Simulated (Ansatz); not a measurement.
L1₂ (Cu3Au-type) Al₃Sc was calculated with r²SCAN (plane waves, PAW; Ansatz, a first-principles code).

Numerical settings: plane-wave cutoff 600 eV, 16×16×16 k mesh, Fermi–Dirac smearing 0.08 eV (set by the program), scalar-relativistic PAW data made under PBE.

The cell has the measured lattice: a = 4.103 Å, b = 4.103 Å, c = 4.103 Å, α = 90.00°, β = 90.00°, γ = 90.00°.

Give the computed Voigt–Reuss–Hill bulk modulus, elastic constant C11, Poisson ratio, elastic constant C44, polycrystal shear modulus (Hill average) and elastic constant C12.


Voigt–Reuss–Hill bulk modulus: 89.3 GPa
elastic constant C11: 191 GPa
Poisson ratio: 0.164
elastic constant C44: 78.0 GPa
polycrystal shear modulus (Hill average): 77.4 GPa
elastic constant C12: 38.5 GPa

Note: the cell isn't this level's own, so it is under some stress, which shifts stiffness and frequencies.

Elastic constants are with the ions relaxed.

The computed numbers hold no vibrational or temperature effects.

Computing time: very roughly 14 core-minutes.
